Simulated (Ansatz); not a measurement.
This concerns the formation energy of Si_Cu in Cu (fcc, Fm-3m). Reaction: Si (diamond) + 63 Cu (fcc) → cell A.

Cell A: a supercell of 64 sites of Cu (fcc, Fm-3m) with Si on a Cu site (12 Cu at 2.56 Å); spin state with PBE: run without spin, k-point mesh 5×5×5.
```yaml
crystal:
  lattice:
    - [10.26676, 0.00000, 0.00000]
    - [5.13338, 8.89128, 0.00000]
    - [5.13338, 2.96376, 8.38278]
  atoms:
    - { symbol: Cu, position: [0.00000, 0.00000, 0.00000] }
    - { symbol: Cu, position: [0.00000, 0.00000, 0.25020] }
    - { symbol: Cu, position: [0.00000, 0.00000, 0.50000] }
    - { symbol: Cu, position: [0.00000, 0.00000, 0.74980] }
    - { symbol: Cu, position: [0.00000, 0.25020, 0.00000] }
    - { symbol: Cu, position: [0.99998, 0.25013, 0.25013] }
    - { symbol: Cu, position: [0.99998, 0.25013, 0.49976] }
    - { symbol: Cu, position: [0.00000, 0.25020, 0.74980] }
    - { symbol: Cu, position: [0.00000, 0.50000, 0.00000] }
    - { symbol: Cu, position: [0.99998, 0.49976, 0.25013] }
    - { symbol: Cu, position: [0.00000, 0.50000, 0.50000] }
    - { symbol: Cu, position: [0.00002, 0.50024, 0.74987] }
    - { symbol: Cu, position: [0.00000, 0.74980, 0.00000] }
    - { symbol: Cu, position: [0.00000, 0.74980, 0.25020] }
    - { symbol: Cu, position: [0.00002, 0.74987, 0.50024] }
    - { symbol: Cu, position: [0.00002, 0.74987, 0.74987] }
    - { symbol: Cu, position: [0.25020, 0.00000, 0.00000] }
    - { symbol: Cu, position: [0.25013, 0.99998, 0.25013] }
    - { symbol: Cu, position: [0.25013, 0.99998, 0.49976] }
    - { symbol: Cu, position: [0.25020, 0.00000, 0.74980] }
    - { symbol: Cu, position: [0.25013, 0.25013, 0.99998] }
    - { symbol: Cu, position: [0.25000, 0.25000, 0.25000] }
    - { symbol: Cu, position: [0.25013, 0.25013, 0.49976] }
    - { symbol: Cu, position: [0.24880, 0.24880, 0.75120] }
    - { symbol: Cu, position: [0.25013, 0.49976, 0.99998] }
    - { symbol: Cu, position: [0.25013, 0.49976, 0.25013] }
    - { symbol: Cu, position: [0.25086, 0.50000, 0.50000] }
    - { symbol: Cu, position: [0.25086, 0.50000, 0.74914] }
    - { symbol: Cu, position: [0.25020, 0.74980, 0.00000] }
    - { symbol: Cu, position: [0.24880, 0.75120, 0.24880] }
    - { symbol: Cu, position: [0.25086, 0.74914, 0.50000] }
    - { symbol: Cu, position: [0.24880, 0.75120, 0.75120] }
    - { symbol: Cu, position: [0.50000, 0.00000, 0.00000] }
    - { symbol: Cu, position: [0.49976, 0.99998, 0.25013] }
    - { symbol: Cu, position: [0.50000, 0.00000, 0.50000] }
    - { symbol: Cu, position: [0.50024, 0.00002, 0.74987] }
    - { symbol: Cu, position: [0.49976, 0.25013, 0.99998] }
    - { symbol: Cu, position: [0.49976, 0.25013, 0.25013] }
    - { symbol: Cu, position: [0.50000, 0.25086, 0.50000] }
    - { symbol: Cu, position: [0.50000, 0.25086, 0.74914] }
    - { symbol: Cu, position: [0.50000, 0.50000, 0.00000] }
    - { symbol: Cu, position: [0.50000, 0.50000, 0.25086] }
    - { symbol: Si, position: [0.50000, 0.50000, 0.50000] }
    - { symbol: Cu, position: [0.50000, 0.50000, 0.74914] }
    - { symbol: Cu, position: [0.50024, 0.74987, 0.00002] }
    - { symbol: Cu, position: [0.50000, 0.74914, 0.25086] }
    - { symbol: Cu, position: [0.50000, 0.74914, 0.50000] }
    - { symbol: Cu, position: [0.50024, 0.74987, 0.74987] }
    - { symbol: Cu, position: [0.74980, 0.00000, 0.00000] }
    - { symbol: Cu, position: [0.74980, 0.00000, 0.25020] }
    - { symbol: Cu, position: [0.74987, 0.00002, 0.50024] }
    - { symbol: Cu, position: [0.74987, 0.00002, 0.74987] }
    - { symbol: Cu, position: [0.74980, 0.25020, 0.00000] }
    - { symbol: Cu, position: [0.75120, 0.24880, 0.24880] }
    - { symbol: Cu, position: [0.74914, 0.25086, 0.50000] }
    - { symbol: Cu, position: [0.75120, 0.24880, 0.75120] }
    - { symbol: Cu, position: [0.74987, 0.50024, 0.00002] }
    - { symbol: Cu, position: [0.74914, 0.50000, 0.25086] }
    - { symbol: Cu, position: [0.74914, 0.50000, 0.50000] }
    - { symbol: Cu, position: [0.74987, 0.50024, 0.74987] }
    - { symbol: Cu, position: [0.74987, 0.74987, 0.00002] }
    - { symbol: Cu, position: [0.75120, 0.75120, 0.24880] }
    - { symbol: Cu, position: [0.74987, 0.74987, 0.50024] }
    - { symbol: Cu, position: [0.75000, 0.75000, 0.75000] }
```

Reference: Si (diamond, Fd-3m), 2 atoms in the cell, k-point mesh 10×10×10 on the run's own vectors. Conventional cell: a = 5.4700 Å, b = 5.4700 Å, c = 5.4700 Å, α = 90.00°, β = 90.00°, γ = 90.00°.

Reference: Cu (fcc, Fm-3m), 64 atoms in the cell, the relaxed perfect crystal repeated, atoms not moved again; spin state with PBE: run without spin, k-point mesh 5×5×5 on the run's own vectors.

All numbers come from Ansatz (a program for electronic structure), plane waves with PAW, its default PAW set, cutoff 420 eV. The structures are at rest with PBE, within the held lattices. Neutral cells; Fermi-Dirac smearing of at most 0.10 eV in the solids, energies taken to zero width. Larger cells are relaxed from a start prepared with the learned potential CHGNet, on a coarser mesh till forces fall under 0.03 eV/Å, which some starts already meet. A dispersion term (D3(BJ), or D4 for r2SCAN) was computed beside these levels and is taken off wherever the name lacks it. Space groups of crystals are read within 0.01 Å. Static lattices, no vibrational contributions. Cells are local rest points, mostly with their start's symmetry. Values are for these cell sizes. Mesh and cell size may move defect energies by 0.1 eV or more. Cell A has symmetry Fm-3m within 0.02 Å and got no random move, so less symmetric positions, which may lie lower, weren't tried.

What value does PBE give?

-0.27 eV, for Si (diamond) + 63 Cu (fcc) → cell A.
